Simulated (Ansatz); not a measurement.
## Point defect Gd_Hf+V_O in metastable polar orthorhombic HfO2

Method: PBE, PAW (plane waves to 420 eV; Ansatz, a quantum-chemistry and plane-wave program). Details: 96-site cell; 2×2×2 shifted k-points; start: the Hf site; O(1) 2.04 Å away; host gap 4.36 eV; charged states image-corrected; no spin–orbit coupling; no Hubbard U; not converged in cell size; relaxed from one start, so a lower configuration may exist; flagged in the runs: a host whose relaxation on this sampling wasn't shown to rest, a strain field that reaches the edge of the cell.

Neighbours after relaxation, in Å: of the emptied site: Gd 2.05, O 2.20, Hf 2.38, Hf 2.38; of the Gd atom: O 2.22, O 2.27, O 2.29, O 2.29, O 2.32, O 2.37, O 2.90.

The name describes the start; the neighbours show where the atoms ended.

| charge | moment (μB) | point group | largest move off a lattice site (Å) | image correction with alignment (eV) |
|---|---|---|---|---|
| +1 | 7.0 | C1 | 0.37 | -0.03 |

Point groups are those of the whole cell at tolerances of 0.03 and 0.1 Å ("near" where only the looser one holds); none is given for unsettled states.

No usable result was obtained for charge 0.

Flagged in the runs: a host whose relaxation on this sampling wasn't shown to rest, a strain field that reaches the edge of the cell.

All states together cost around 3 core-hours (rough).
